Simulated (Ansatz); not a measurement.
The starting structures come from a database of crystals and need not be the phases stable at ambient conditions.

 Where the default PAW files enter, the runs use the earlier of Ansatz's two default sets.

Inside the gap of an insulator the Bloch states are evanescent, with a wavenumber k + iκ along the transport direction.

Consider the following.

```
CELL_PARAMETERS angstrom
      6.01784     0.00000     0.00000
      3.00892     5.96133     0.00000
      3.00892     0.00000     4.91823
ATOMIC_POSITIONS crystal
  Cd 0.93422 0.50000 0.13156
  Cd 0.56578 0.50000 0.86844
  Cd 0.31578 0.00000 0.36844
  Cd 0.68422 0.00000 0.63156
  Si 0.25000 0.50000 0.50000
  Si 0.00000 0.00000 0.00000
  O  0.37554 0.35268 0.70762
  O  0.27178 0.35268 0.29238
  O  0.43584 0.64732 0.29238
  O  0.91684 0.64732 0.70762
  O  0.87446 0.14732 0.79238
  O  0.97822 0.14732 0.20762
  O  0.81416 0.85268 0.20762
  O  0.33316 0.85268 0.79238
```

Space group of this cell: Fddd. The cell is taken as given; by r2SCAN its mean pressure is -0.9 GPa.

Transport runs along the normal of the first two printed cell vectors.

The gap is the functional's own, uncorrected, and κ follows it; spin-orbit coupling is left out. Mid-gap values are interpolated between the computed energies.

Task: Predict the band gap and the smallest decay constant κ at mid-gap from r2SCAN (Ansatz, a first-principles code).

Result: Gap 2.14 eV on a 6×6×6 mesh; κ = 0.250 1/Å, at the zone centre.
